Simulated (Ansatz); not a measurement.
**W: alloy series**

Take W in the bcc (W type) structure (space group Im-3m, No. 229; a = 3.169 Å) as the base.

The other end (x = 1) is Os in the bcc (W type) structure (space group Im-3m, No. 229; a hypothetical phase, not in the database extracts checked): 14.47 Å³/atom, gap zero; this end may not be an ambient phase.

Os replaces a fraction x of W; each row is one arrangement (x, atoms in the cell, starting space group or random), fully relaxed.

The values are results of Ansatz (an electronic-structure program), r2SCAN, PAW, cutoff 500 eV, spin-orbit coupling left out, not measurements.

| Os fraction x | volume per atom (Å³/atom) |
|---|---|
| 0 | 15.917 |
| 0.5 (P2_1/m, 4 atoms) | 15.078 |
| 0.5 (Fd-3m, 4 atoms) | 15.139 |
| 0.667 (I4/mmm, 3 atoms) | ? |
| 1 | 14.473 |

Question: Fit V(x) = (1 − x) V(0) + x V(1) − b x(1 − x) with the ends held (b = 0 is Vegard's rule) to the rows shown and predict the withheld row.

Answer: Least squares on the printed values gives b = 0.35 Å³/atom, against 14.954 Å³/atom from the straight line alone (largest residual 0.030 Å³/atom); this predicts 14.877 Å³/atom, and the run gives 15.052 Å³/atom, 0.175 higher.

Each cell is one ordered arrangement of few atoms, which overstates ordering effects compared with a random alloy. Stability against distortions was not tested. All final runs are without spin polarisation. Under x(Os) = 0.5, 4 atoms, P2_1/m the cell changed shape so far that it is another structure.
